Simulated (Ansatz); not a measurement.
The reference is Mo in the bcc (W type) structure (space group Im-3m, No. 229; a = 3.130 Å; relaxed with 0.1 eV smearing). Axes: x, y, z lie along the cube axes.

The values are results of PBEsol (Ansatz, an electronic-structure program), no spin-orbit coupling, not measurements.

For the base:

```
Property                         Value
-----------------------------  -------
Shortest interatomic distance  2.711 Å
Band gap                          zero
```

The change: uniaxial strain ε_zz = +1.50 %, all other strain components held at zero; the atoms relax in the strained cell.

Q: How does this affect the stress?

A: The stress (xx, yy, zz, yz, xz, xy; compression positive) amounts to (-2.5, -2.5, -7.0, 0.0, 0.0, 0.0) GPa.

Q: What does the calculation give for the energy relative to the base after the change?

A: The energy goes up by 5.1 meV/atom.

Q: What does the calculation give for the shortest interatomic distance after the change?

A: The shortest interatomic distance grows by 0.0136 Å (2.711 Å → 2.724 Å).

Q: How does this affect the band gap?

A: The band gap is still zero.

No phonon test of stability was made. All final runs are without spin polarisation.
